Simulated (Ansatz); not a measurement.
Given:

End structure of a constructed model of the (100) surface of fcc Pd, a layer of Ag in place of the second plane (bottom of the slab: a bare face, its two planes held):

```
CELL_PARAMETERS angstrom
      2.78861     0.00000     0.00000
      0.00000     2.78861     0.00000
      0.00000     0.00000    26.00000
ATOMIC_POSITIONS crystal
  Pd 0.50000 0.50000 0.30901
  Pd 0.00000 0.00000 0.38486
  Pd 0.50000 0.50000 0.46060
  Pd 0.00000 0.00000 0.53659
  Ag 0.50000 0.50000 0.61730
  Pd 0.00000 0.00000 0.69649
```

Slab: 6 atoms, 9.9 Å thick at the start (thin: gaps and levels are the slab's own); k 13x13x1, smearing 0.1 eV, dipole-corrected; 2 atoms held, the rest relaxed; held to the start's symmetry, so lower structures may exist; no spin, no spin-orbit, no U. It is one candidate, not shown to be the stable structure of the face.

Problem. Predict the work function of the top face from PBE (Ansatz, an electronic-structure program).

Solution. 5.13 eV
